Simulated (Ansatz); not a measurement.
Consider the following.

```yaml
crystal:
  lattice:
    - [3.20772, 0.00000, 0.00000]
    - [0.00000, 4.53640, 0.00000]
    - [0.00000, 0.00000, 24.62315]
  atoms:
    - { symbol: P, position: [0.75000, 0.50402, 0.29902] }
    - { symbol: B, position: [0.25000, 0.29661, 0.31840] }
    - { symbol: P, position: [0.25000, 0.98513, 0.36952] }
    - { symbol: B, position: [0.75000, 0.74145, 0.36918] }
    - { symbol: P, position: [0.75000, 0.49120, 0.43450] }
    - { symbol: B, position: [0.25000, 0.24192, 0.43519] }
    - { symbol: P, position: [0.25000, 0.98958, 0.50000] }
    - { symbol: B, position: [0.75000, 0.73978, 0.50000] }
    - { symbol: P, position: [0.75000, 0.49120, 0.56550] }
    - { symbol: B, position: [0.25000, 0.24192, 0.56481] }
    - { symbol: P, position: [0.25000, 0.98513, 0.63048] }
    - { symbol: B, position: [0.75000, 0.74145, 0.63082] }
    - { symbol: P, position: [0.75000, 0.50402, 0.70098] }
    - { symbol: B, position: [0.25000, 0.29661, 0.68160] }
```

No spin polarisation.

Method: plane-wave PAW DFT at the r2SCAN level (Ansatz, an electronic-structure program, 500 eV), no spin-orbit coupling, earlier PAW set. k-mesh 10×7×1 (Γ-centred); smearing 0.05 eV (Fermi–Dirac). The cell is a slab with vacuum along z.

Problem. Predict the layer's space group, valence-band top at Γ and gap character.

Solution. The layer's space group (with vacuum) comes out as Pmm2 (No. 25) and the valence-band top at Γ (three highest levels, from the VBM) comes out as 0.00, -0.07, -0.38 eV. The gap character is indirect, Γ → X.

Gaps are Kohn–Sham eigenvalue differences; semilocal functionals usually give less than the measured gap. Whether these cells are dynamically stable was not tested. The cell was made from BP in the zinc blende structure (space group F-43m, No. 216) by this change: a free-standing slab of 7 layers (14 atoms, 2 a layer) is cut normal to [110], with 15 Å of vacuum and the in-plane cell held at bulk.
